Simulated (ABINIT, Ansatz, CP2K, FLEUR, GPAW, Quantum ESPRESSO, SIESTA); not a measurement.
**SiO₂ (P4_2/mnm, 6 atoms in the cell) computed with different codes at matched settings**

Self-consistent single point.

```xyz
6
Lattice="4.1621 0.0000 0.0000 0.0000 4.1621 0.0000 0.0000 0.0000 2.6482" Properties=species:S:1:pos:R:3 pbc="T T T"
Si     2.0810     2.0810     1.3241
Si     0.0000     0.0000     0.0000
O      2.8850     2.8850     0.0000
O      1.2771     1.2771     0.0000
O      3.3581     0.8039     1.3241
O      0.8039     3.3581     1.3241
```

Shared settings, as Ansatz (a first-principles code) writes them: kpoints.mp_grid.grid = 4 4 6; scf.occupations.method = fixed. Potentials and cutoffs stand in the table.

```tsv
code	model	pressure (GPa)	largest force (eV/Å)	gap on the mesh (eV)	cutoff
CP2K	LDA (Pade form), GPW, DZVP-MOLOPT-SR-GTH basis, GTH-PADE potentials (GTH_POTENTIALS)	1.72	0.090	5.796	grid 450 Ry
Quantum ESPRESSO	LDA (PZ), PSlibrary PAW (LDA) pseudopotentials	2.35	0.265	5.894	55 Ry
GPAW	LDA (Perdew-Wang 92), GPAW PAW datasets LDA (gpaw-data 1.0.1)	–	0.343	5.946	900 eV
FLEUR	LDA (Perdew-Zunger), all-electron FLAPW (FLEUR), scalar-relativistic valence	–	0.146	5.925	Kmax 4.2 1/bohr
SIESTA	LDA PW92, numerical atomic orbitals DZP, PseudoDojo LDA standard norm-conserving potentials (rewritten from UPF to PSML)	3.81	0.258	5.896	grid 350 Ry
Ansatz	LDA (PW92), PAW files made with PBE	0.74	0.226	5.919	default
ABINIT	LDA (PW92), PAW (JTH v2.0 LDA PAW)	-0.76	0.179	5.856	24 Ha
```

A dash marks a value that a program does not give, or that is left out as unsure.

Gaps are read on the mesh.

The spread over the programs that give each value: pressure within 4.57 GPa; largest force within 0.253 eV/Å; gap on the mesh within 0.150 eV.

CP2K and SIESTA use small atom-centred bases, whose incompleteness enters pressures, forces and empty levels differently from a plane-wave cutoff. FLEUR treats all electrons, but the usual bases taken here (sphere radii, linearisation, local orbitals, empty states) were not tested for convergence, so the values are no reference for the others. Ansatz's pressure is given at a fixed set of plane waves, as the other plane-wave codes print theirs; with its correction for the finite basis it is 1.58 GPa (the shift of 0.84 GPa shows how far the cutoff is from converged). The pressure of GPAW is left out: its cutoff lies under the one at which its stress was checked. The same LDA comes in different parametrisations, which differ slightly. In the force vectors, CP2K (by 0.155), GPAW (by 0.098) and FLEUR (by 0.100) lie more than 0.08 eV/Å from the median of the plane-wave programs.

The starting cell comes from a database of computed structures (which also holds hypothetical and non-ambient phases and stackings), without a prior relaxation at this level. Its lattice was rescaled by a random factor within 2.5 % of one.

Keys are those of Ansatz 0.2.
